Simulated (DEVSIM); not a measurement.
System: Ni/SiON/n-Ge capacitor, at 300 K.

```csv
layer (left to right),material,thickness (nm),Nd (cm⁻³)
1,SiON,2.50,-
2,Ge,380,2.4e18
```

Metal gate on the left, work function 5.1 eV. Fixed charge at the semiconductor interface 0 cm⁻² (in units of +e); no interface traps.

The device is made up for the run: typed textbook-type constants, with dimensions and the other settings drawn at random. Values at 300 K.

```
parameter      SiON       Ge
-------------  ----  -------
gap (eV)          7    0.664
affinity (eV)   1.4        4
permittivity    5.5       16
Nc (cm⁻³)         -  1.04e19
Nv (cm⁻³)         -     6e18
```

Simulated with DEVSIM: 1D Poisson equation in equilibrium, Boltzmann statistics, complete ionisation; no quantum confinement or tunnelling. Metal contacts follow the ideal Schottky-Mott rule: no Fermi-level pinning, no interface dipoles.

The SiON thickness was swept, all else fixed.

```
SiON thickness (μm)  capacitance of the dielectric stack (μF/cm²)  minimum of the low-frequency capacitance (μF/cm²)
-------------------  --------------------------------------------  -------------------------------------------------
0.001                                                        4.87                                              0.667
0.0014                                                       3.48                                              0.646
0.0017                                                       2.86                                              0.607
0.0021                                                       2.32                                              0.589
0.0025                                                       1.95                                              0.554
0.003                                                        1.62                                              0.523
```

From the first row to the last the capacitance of the dielectric stack goes from 4.87 to 1.62. From the first row to the last the minimum of the low-frequency capacitance goes from 0.667 to 0.523.
